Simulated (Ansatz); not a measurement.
The parent structure is Si (space group Pm-3n, No. 223; a = 4.8663 Å; a model cell, its experimental status unchecked).

Calculations: PBEsol in Ansatz (plane waves to 420 eV, PAW, without spin-orbit coupling).

One change was made to it. Results:

| quantity | base | after |
|---|---|---|
| density | 3.24 g/cm³ | 3.29 g/cm³ |
| shortest interatomic distance | 2.433 Å | 2.420 Å |

Task: Name the change that was made.
(A) pressure 1.5 GPa
(B) pressure 5 GPa
(C) pressure 3 GPa
(D) pressure 10 GPa

Result: A, pressure 1.5 GPa. For comparison, the density in the other runs: pressure 10 GPa gives 3.54 g/cm³; pressure 5 GPa gives 3.40 g/cm³; pressure 3 GPa gives 3.34 g/cm³.

Load acts through the strain it causes; cell and atoms are relaxed under it. Stability against distortions was not tested. No other phases were tried under pressure. This is not the structure that Si has at room temperature and ambient pressure.

Ansatz is an electronic-structure program.
